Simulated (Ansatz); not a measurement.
## Habitual settings against a tight run: NbRu3 (Pm-3m, 4 atoms in the cell)

Self-consistent single point.

```yaml
crystal:
  lattice:
    - [3.84199, 0.00000, 0.00000]
    - [0.00000, 3.84199, 0.00000]
    - [0.00000, 0.00000, 3.84199]
  atoms:
    - { symbol: Nb, position: [0.00000, 0.00000, 0.00000] }
    - { symbol: Ru, position: [0.00000, 0.50000, 0.50000] }
    - { symbol: Ru, position: [0.50000, 0.00000, 0.50000] }
    - { symbol: Ru, position: [0.50000, 0.50000, 0.00000] }
```

Level of theory: PBEsol, PAW files made with PBE (plane waves; Ansatz, a first-principles code).

Base settings: basis.ecutwfc = 420 eV; kpoints.mp_grid.grid = 11 11 11; hamiltonian.xc = pbesol; hamiltonian.pseudopotentials = {kind: paw} (the program's default PAW files); scf.occupations.method = cold; scf.occupations.width = 0.2 eV.

Tight run (finer mesh or higher cutoff; not a proven limit): basis.ecutwfc: 420 eV → 590 eV; kpoints.mp_grid.grid: 11 11 11 → 15 15 15; scf.convergence.dr2_threshold: default (1e-07 eV) → 1e-09 eV. It gave Fermi level (on the code's own zero) 22.18 eV; pressure 2.10 GPa.

Quick runs, as changes from the base:
- A: the base itself
- B: basis.ecutwfc: 420 eV → 335 eV; kpoints.mp_grid.grid: 11 11 11 → 2 2 2; hamiltonian.xc: pbesol → lda; scf.convergence.dr2_threshold: default (1e-07 eV) → 0.0001 eV [LDA (PW92)]
- C: basis.ecutwfc: 420 eV → 250 eV; kpoints.mp_grid.grid: 11 11 11 → 6 6 6; scf.occupations.width: 0.2 eV → 0.136 eV
- D: basis.ecutwfc: 420 eV → 250 eV; kpoints.mp_grid.grid: 11 11 11 → 3 3 3; hamiltonian.xc: pbesol → lda; scf.occupations.method: cold → gaussian; scf.occupations.width: 0.2 eV → 0.272 eV [LDA (PW92)]
- E: basis.ecutwfc: 420 eV → 295 eV; kpoints.mp_grid.grid: 11 11 11 → 8 8 8
- F: kpoints.mp_grid.grid: 11 11 11 → 4 4 4; hamiltonian.xc: pbesol → lda; scf.convergence.dr2_threshold: default (1e-07 eV) → 0.0001 eV [LDA (PW92)]

Energies are extrapolated to zero smearing width, which holds to low order in the width alone.

Dashes: energy of B, D, F, another energy zero.

† marks runs with another functional, U, potentials or spin treatment: their distance from the tight run is not a convergence error alone.

The count of work is k-points × plane waves × bands × iterations; it is no time. 

Pressures in the table are Ansatz's without its Pulay estimate, at a fixed set of plane waves; the tight run's value above holds the estimate.

The starting cell comes from a database of computed structures (which also holds hypothetical and non-ambient phases and stackings), without a prior relaxation at this level. Its lattice was rescaled by a random factor within 2.5 % of one. Spin polarisation is off.

| run | energy less tight (meV/atom) | pressure less tight (GPa) | count of work / tight |
|---|---|---|---|
| A | 0.4 | -0.14 | 0.26 |
| B† | – | -9.22 | 0.011 |
| C | 900.2 | -56.64 | 0.039 |
| D† | – | -67.31 | 0.0078 |
| E | 145.8 | -12.20 | 0.087 |
| F† | – | -4.80 | 0.034 |

Among the runs at the tight run's level, the energy misses run from 0.4 to 900.2 meV/atom.

Keys are those of Ansatz 0.2.
